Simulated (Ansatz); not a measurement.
Results of PBEsol (PAW; Ansatz, a program for electronic structure) for Zn₄InGaO₇ (P6₃/mmc, No. 194, 26 atoms in the cell; start mp-1153970).

Run with plane-wave cutoff 520 eV, 12×12×1 k mesh (along the axes of the cell as run), Fermi–Dirac smearing 0.01 eV, scalar-relativistic PAW data made under PBE.

Cell (relaxed with PBEsol):

GaInZn$_{4}$O$_{7}$ is taken in the hexagonal space group P6₃/mmc (No. 194), Pearson symbol hP26. Lattice parameters: a = 3.279 Å, b = 3.279 Å, c = 32.823 Å, α = 90.00°, β = 90.00°, γ = 120.00°. Zn1 on 4f is coordinated by 4 O at 1.954–1.989 Å (tetrahedral). Zn2 on 4e is surrounded by 4 O at 1.965–1.989 Å (tetrahedral). In on 2a sees 6 O at 2.184 Å (octahedral). Ga on 2d sees 5 O at 1.893–1.975 Å (trigonal bipyramidal). O1 on 4f is surrounded by 1 Zn at 1.954 Å and 3 In at 2.184 Å (tetrahedral). O2 on 4e has 4 Zn at 1.965–1.989 Å (tetrahedral). O3 on 4f sees 1 Ga at 1.975 Å and 3 Zn at 1.989 Å (tetrahedral). O4 on 2b has 3 Ga at 1.893 Å (trigonal planar). (Neighbours: up to the widest gap in distance over summed covalent radii, below 1.35, at either atom; cation-cation and far metal-metal contacts left out.)

Problem. Predict the band gap.

Solution. 
band gap: 0.98 eV

Spin–orbit coupling is not included.

The computed numbers hold no vibrational or temperature effects.

The result took around 4 core-minutes (rough).

A start named mp-… is a Materials Project structure, which need not be a measured phase.
